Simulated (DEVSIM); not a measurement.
Device: Schottky contact on n-type Si, at 300 K.

| layer (left to right) | material | thickness (μm) | Nd (cm⁻³) | τn (s) | τp (s) |
|---|---|---|---|---|---|
| 1 | Si | 5.70 | 7.2e16 | 4.3e-7 | 4.3e-7 |

Left contact: Schottky, work function 4.64 eV, emission velocity 2.3e6 cm/s. Right contact: ohmic. Voltage is applied to the left contact. Recombination: SRH at mid-gap, radiative. Mobility is constant in doping.

The device is made up for the run: typed textbook-type constants, with dimensions and the other settings drawn at random. Values at 300 K.

```csv
parameter,Si
gap (eV),1.124
affinity (eV),4.05
permittivity,11.7
Nc (cm⁻³),2.86e19
Nv (cm⁻³),3.1e19
μn (cm²/Vs),1417
μp (cm²/Vs),470
B (cm³/s),4.7e-15
```

DEVSIM, 1D drift-diffusion, Boltzmann statistics, complete ionisation; no tunnelling, impact ionisation, image-force lowering or self-heating. Metal contacts follow the ideal Schottky-Mott rule: no Fermi-level pinning, no interface dipoles.

Task: Tabulate band edges, carrier densities and field at zero bias.

Result: Energies count from the Fermi level of the right contact; mesh points crowd at the junctions.

| x (μm) | Ec (eV) | Ev (eV) | n (cm⁻³) | p (cm⁻³) | field (V/cm) |
|---|---|---|---|---|---|
| 0.000 | 0.590 | -0.534 | 3.5e9 | 3.3e10 | -95000 |
| 0.01208 | 0.483 | -0.641 | 2.2e11 | 5.2e8 | -82000 |
| 0.03243 | 0.339 | -0.785 | 5.8e13 | 2000000 | -59000 |
| 0.06069 | 0.215 | -0.909 | 7.0e15 | 17000 | -29000 |
| 0.1254 | 0.156 | -0.968 | 6.9e16 | 1700 | -840 |
| 0.2000 | 0.155 | -0.969 | 7.2e16 | 1600 | ≈ 0 |
| 0.3258 | 0.155 | -0.969 | 7.2e16 | 1600 | ≈ 0 |
| 0.5681 | 0.155 | -0.969 | 7.2e16 | 1600 | ≈ 0 |
| 0.9003 | 0.155 | -0.969 | 7.2e16 | 1600 | ≈ 0 |
| 1.361 | 0.155 | -0.969 | 7.2e16 | 1600 | ≈ 0 |
| 2.053 | 0.155 | -0.969 | 7.2e16 | 1600 | ≈ 0 |
| 3.377 | 0.155 | -0.969 | 7.2e16 | 1600 | ≈ 0 |
| 4.220 | 0.155 | -0.969 | 7.2e16 | 1600 | ≈ 0 |
| 4.721 | 0.155 | -0.969 | 7.2e16 | 1600 | ≈ 0 |
| 5.155 | 0.155 | -0.969 | 7.2e16 | 1600 | ≈ 0 |
| 5.344 | 0.155 | -0.969 | 7.2e16 | 1600 | ≈ 0 |
| 5.471 | 0.155 | -0.969 | 7.2e16 | 1600 | ≈ 0 |
| 5.562 | 0.155 | -0.969 | 7.2e16 | 1600 | ≈ 0 |
| 5.632 | 0.155 | -0.969 | 7.2e16 | 1600 | ≈ 0 |
| 5.663 | 0.155 | -0.969 | 7.2e16 | 1600 | ≈ 0 |
| 5.683 | 0.155 | -0.969 | 7.2e16 | 1600 | ≈ 0 |
| 5.700 | 0.155 | -0.969 | 7.2e16 | 1600 | ≈ 0 |
